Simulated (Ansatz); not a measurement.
# SrScO2F (model structure, started from the SrVO2H type, P4/mmm, No. 123, 5 atoms in the cell)

Level of theory: HSE06 (Ansatz, a program for electronic structure, plane waves, PAW).

Settings: plane-wave cutoff 460 eV, 6×6×6 k mesh, Fermi–Dirac smearing 0.01 eV, scalar-relativistic PAW data made under PBE.

Cell (relaxed with PBEsol):

```
CELL_PARAMETERS angstrom
      4.09227     0.00000     0.00000
      0.00000     4.09227     0.00000
      0.00000     0.00000     4.02582
ATOMIC_POSITIONS crystal
  Sr 0.50000 0.50000 0.50000
  Sc 0.00000 0.00000 0.00000
  O  0.50000 0.00000 0.00000
  O  0.00000 0.50000 0.00000
  F  0.00000 0.00000 0.50000
```

```yaml
band_gap: 4.86 eV (on the SCF k mesh)
smallest_direct_gap_on_the_k_points_sampled: 5.35 eV
```

Note: the relaxation could raise the start's symmetry but not lower it, so the cell can be a saddle point; cell and atoms aren't relaxed at this level (pressure 1.7 GPa).

Spin–orbit coupling is not included.

The computed numbers hold no vibrational or temperature effects.

The result took roughly 3 core-minutes.

A model structure was made by putting elements into a prototype or built by hand; it is no filed structure, need not be a known phase, and can be a saddle point held by its symmetry.
